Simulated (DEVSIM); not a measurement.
Device: Au/Al2O3/n-Si capacitor, at 300 K.

| layer (left to right) | material | thickness (nm) | Nd (cm⁻³) |
|---|---|---|---|
| 1 | Al2O3 | 11.0 | - |
| 2 | Si | 410 | 1e18 |

Metal gate on the left, work function 5.1 eV. Fixed charge at the semiconductor interface -2.3e11 cm⁻² (in units of +e); no interface traps.

Constants are typed, rounded textbook-type inputs, not results; the design itself was drawn at random and stands for no fabricated device. Values at 300 K.

```tsv
parameter	Al2O3	Si
gap (eV)	6.8	1.124
affinity (eV)	1.35	4.05
permittivity	9	11.7
Nc (cm⁻³)	-	2.86e19
Nv (cm⁻³)	-	3.1e19
```

DEVSIM, 1D Poisson equation in equilibrium, Boltzmann statistics, complete ionisation; no quantum confinement or tunnelling. Metal contacts follow the ideal Schottky-Mott rule: no Fermi-level pinning, no interface dipoles.

Problem. Tabulate band edges, carrier densities and field at -0.2 V on the gate.

Solution. Energies count from the Fermi level of the right contact; mesh points crowd at the junctions.

```csv
x (μm),Ec (eV),Ev (eV),n (cm⁻³),p (cm⁻³),field (V/cm)
0.000,3.950,-2.850,< 1e2,< 1e2,-510000
0.0009759,3.901,-2.899,< 1e2,< 1e2,-510000
0.002487,3.824,-2.976,< 1e2,< 1e2,-510000
0.005098,3.692,-3.108,< 1e2,< 1e2,-510000
0.008489,3.521,-3.279,< 1e2,< 1e2,-510000
0.01007,3.441,-3.359,< 1e2,< 1e2,-510000
0.01099,3.395,-3.405,< 1e2,< 1e2,-460000
0.01245,0.634,-0.490,6.3e8,1.8e11,-400000
0.01480,0.544,-0.580,2.1e10,5.6e9,-370000
0.01895,0.406,-0.718,4.4e12,2.7e7,-300000
0.02713,0.211,-0.913,8.1e15,14000,-170000
0.04868,0.088,-1.036,9.5e17,120,-3400
0.08355,0.087,-1.037,1.0e18,120,≈ 0
0.1451,0.087,-1.037,1.0e18,120,≈ 0
0.2846,0.087,-1.037,1.0e18,120,≈ 0
0.3497,0.087,-1.037,1.0e18,120,≈ 0
0.3826,0.087,-1.037,1.0e18,120,≈ 0
0.4013,0.087,-1.037,1.0e18,120,≈ 0
0.4129,0.087,-1.037,1.0e18,120,≈ 0
0.4173,0.087,-1.037,1.0e18,120,≈ 0
0.4195,0.087,-1.037,1.0e18,120,≈ 0
0.4210,0.087,-1.037,1.0e18,120,≈ 0
```
